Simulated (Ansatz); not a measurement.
Defect migration in rock-salt CaO: interstitial Na, charge state +1. The step: several atoms move together, Na the farthest; the atom moves 2.41 Å along (0.00, 0.00, -0.50) of the unit cell; the moving atom starts with neighbours 4 Ca at 2.42; 4 O at 2.13 Å and ends with 4 Ca at 2.42; 4 O at 2.13 Å. DFT values are from Ansatz (plane-wave PAW, 420 eV unless said) in a cell of 64 host sites, spin-restricted, static, with no finite-size correction. The charge state is imposed; whether it is stable for some Fermi level was not computed. Sites that were not tried may lie lower. For the PBE band: the saddle point's order was not checked, and it lies on a symmetry element of the cell, where a band can be held.

```tsv
Level	Forward barrier (eV)	Cost of the band or of the saddle's single point
CHGNet universal potential (has no charge state), its own band	0.91	-
PBE, the Γ point alone, band relaxed	0.94	roughly 8 core-minutes
PBE, a 2×2×2 k-point mesh shifted by half a step, same geometries	1.02	very roughly 3 core-minutes
r2SCAN at 500 eV, the Γ point alone, same geometries	[?]	around 70 core-seconds (rough)
```

**Question.** Fill in the missing entries.

**Answer.** 
- r2SCAN at 500 eV, the Γ point alone, same geometries, Forward barrier (eV): 1.04

Ansatz is an electronic-structure program.
